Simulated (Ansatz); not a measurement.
Start from ZnInGaO4 (space group R3m, No. 160).

```xyz
7
Lattice="1.6555 0.9558 8.5874 -1.6555 0.9558 8.5874 0.0000 -1.9116 8.5874" Properties=species:S:1:pos:R:3 pbc="T T T"
In     0.0000     0.0000    25.6832
Ga     0.0000     0.0000     5.4847
Zn     0.0000     0.0000    20.1271
O      0.0000     0.0000     3.5170
O      0.0000     0.0000    22.6441
O      0.0000     0.0000     7.4355
O      0.0000     0.0000    18.1573
```

Cartesian axes are those of the cell as printed.

Level of theory: Ansatz (a first-principles code), r2SCAN, PAW, cutoff 500 eV, scalar-relativistic without spin-orbit coupling, earlier PAW set.

For the base:

| Property | Value |
|---|---|
| Band gap | 1.77 eV |

Perturbation: biaxial strain +0.38 %, plane normal [001], relaxed out of plane (Cartesian); in-plane vectors clamped, the third vector and the atoms free.

Estimate the effect on the out-of-plane strain, band gap and in-plane stress.

The out-of-plane strain amounts to -0.36 %; the band gap remains 1.77 eV; the mean in-plane stress (compression positive) comes out as -1.1 GPa.

Stability against distortions was not tested.
